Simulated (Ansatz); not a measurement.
Functionals compared on F on the 1x1 (100) surface of monoclinic ZrO2 (cut with top plane 2 O), one in a 1x1 cell, started at the site 'hollow O-O-O', in Ansatz (plane waves, PAW). The structure was relaxed with PBE; the other rows are single points on it, each with its references at the same level. Cutoff 420 eV (500 eV for r2SCAN). The points keep PBE's geometry, so the relaxation of a polaron and the settling of charge on one site are left out.

Host crystal: monoclinic ZrO2, with a band gap (PBE, scalar-relativistic without spin-orbit coupling).

Set-up: 25 atoms, 9.4 Å thick at the start under the adsorbate (thin: gaps and levels are the slab's own); mesh 4x4x1; 0.01 eV smearing; dipole correction on; 12 atoms held, the rest relaxed; no symmetry held; spin-polarised, ending with about 1.0 μB a cell, a value that depends on the mesh; orders that need a larger cell were not tried, no spin-orbit, no U, no dispersion correction. The slab shows no gap over 0.04 eV on its mesh. At the end it is bonded to Zr. In PBE it is, or lies within 0.03 eV of, the lowest of the starts that converged. These notes are the PBE run's. r2SCAN: The program's check for a lower electronic state was not made. Adsorption energies are against ½ F2(g). A negative adsorption energy means that the adsorbate is more stable on the surface than in its reference.

```tsv
functional	adsorption energy (eV)	work function of the top face (eV)	rough cost of the single point
PBE	-1.62	8.77	–
RPBE	-1.55	8.63	around 4 core-minutes (rough)
r2SCAN	…	…	about 9 core-minutes (a rough figure)
```

Question: Fill in the missing entries.

Answer: 
- r2SCAN, adsorption energy (eV): -1.76
- r2SCAN, work function of the top face (eV): 8.89

Ansatz is a quantum-chemistry and plane-wave program.
